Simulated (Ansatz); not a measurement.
The parent structure is BeTe in the zinc blende structure (space group F-43m, No. 216; a = 5.6569 Å).

Levels (all Ansatz, an electronic-structure program, PAW): r2SCAN (500 eV, no spin-orbit coupling); HSE06 (420 eV, without spin-orbit coupling).

Its gap is 2.38 eV with r2SCAN and 2.69 eV with HSE06.

Modification: cell and atoms relaxed at a pressure of 75 GPa.

With r2SCAN the gap becomes 0.70 eV.

Problem. If the HSE06 correction stayed the same, what would the HSE06 gap be, and what does the HSE06 run give?

Solution. A rigid correction of +0.31 eV gives 1.01 eV. The HSE06 run gives 0.98 eV, so the two effects roughly add.

Single points use the geometry relaxed with r2SCAN. HSE06 was sampled on its mesh, a few special points and the semilocal edge points, so its gap is an upper bound. Spin-orbit coupling, missing from the scalar runs, can matter with Te. Load acts through the strain it causes; cell and atoms are relaxed under it. Stability against distortions was not tested. No other phases were tried under pressure.
